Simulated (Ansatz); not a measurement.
**MoTe2: response to strain**

The reference is MoTe2 (space group P6_3/mmc, No. 194; a = 3.434 Å, c = 13.329 Å; layered, stacked along the Cartesian z axis). Axes: x lies along a and z along c of the hexagonal cell.

Strains are applied to the cell and any free atomic positions relax; under biaxial strain the out-of-plane vector relaxes too.

Level of theory: PBEsol-D3(BJ), PAW, 420 eV (Ansatz, a first-principles code; no spin-orbit coupling).

Candidates:
(a) biaxial strain −0.60 %, plane normal [001], relaxed out of plane
(b) biaxial strain −3.00 %, plane normal [001], relaxed out of plane
(c) biaxial strain −1.80 %, plane normal [001], relaxed out of plane

Task: Order them by out-of-plane strain, highest first.

Result: (b) biaxial strain −3.00 %, plane normal [001], relaxed out of plane (+1.51 %), (c) biaxial strain −1.80 %, plane normal [001], relaxed out of plane (+0.90 %), (a) biaxial strain −0.60 %, plane normal [001], relaxed out of plane (+0.30 %)

Stability against distortions was not tested.
